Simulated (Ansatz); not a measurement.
Reference: MgSe (Fm-3m), r2SCAN with spin-orbit coupling, rigid bands (plane waves, PAW; Ansatz, a program for electronic structure); axes and stresses refer to this cell.

```
MgSe
1.0
    0.00000     2.73608     2.73608
    2.73608     0.00000     2.73608
    2.73608     2.73608     0.00000
Mg Se
1 1
Direct
  0.00000   0.00000   0.00000
  0.50000   0.50000   0.50000
```

Seebeck coefficient, n-type 1e19 cm⁻³: -246 μV/K
electron conductivity mass: 0.31 mₑ
hole conductivity mass: 0.97 mₑ

Task: Change: uniaxial stress along [110] of -2 GPa (compression positive). What happens to Seebeck coefficient, n-type 1e19 cm⁻³, electron conductivity mass, hole conductivity mass?

Result: Seebeck coefficient, n-type 1e19 cm⁻³ shrinks in size to -210 μV/K; electron conductivity mass moves little, to 0.31 mₑ; hole conductivity mass drops to 0.65 mₑ.

Task: Change: uniaxial stress along [110] of 2 GPa (compression positive). What happens to Seebeck coefficient, n-type 1e19 cm⁻³, electron conductivity mass, hole conductivity mass?

Result: Seebeck coefficient, n-type 1e19 cm⁻³ falls in size to -237 μV/K; electron conductivity mass moves little, to 0.31 mₑ; hole conductivity mass decreases to 0.72 mₑ.

Task: Change: uniaxial stress along [111] of -2 GPa (compression positive). What happens to Seebeck coefficient, n-type 1e19 cm⁻³, electron conductivity mass, hole conductivity mass?

Result: Seebeck coefficient, n-type 1e19 cm⁻³ moves little, to -246 μV/K; electron conductivity mass moves little, to 0.31 mₑ; hole conductivity mass decreases to 0.75 mₑ.

Task: Change: uniaxial stress along [111] of 2 GPa (compression positive). What happens to Seebeck coefficient, n-type 1e19 cm⁻³, electron conductivity mass, hole conductivity mass?

Result: Seebeck coefficient, n-type 1e19 cm⁻³ moves little, to -246 μV/K; electron conductivity mass moves little, to 0.31 mₑ; hole conductivity mass drops to 0.62 mₑ.

Task: Change: uniaxial stress zz = -1 GPa (compression positive). What happens to Seebeck coefficient, n-type 1e19 cm⁻³, electron conductivity mass, hole conductivity mass?

Result: Seebeck coefficient, n-type 1e19 cm⁻³ falls in size to -230 μV/K; electron conductivity mass moves little, to 0.31 mₑ; hole conductivity mass moves little, to 0.97 mₑ.

Task: Change: uniaxial stress zz = -2 GPa (compression positive). What happens to Seebeck coefficient, n-type 1e19 cm⁻³, electron conductivity mass, hole conductivity mass?

Result: Seebeck coefficient, n-type 1e19 cm⁻³ drops in size to -216 μV/K; electron conductivity mass moves little, to 0.31 mₑ; hole conductivity mass shrinks to 0.86 mₑ.

Masses are for dilute carriers at 300 K, harmonic means over directions unless an axis is named. Seebeck coefficients are for the stated density at 300 K, with one relaxation time for all states and whether or not that doping can be reached. Stresses and pressures are the targets of the relaxation.  The structure type is held under load, also where the real crystal would transform.
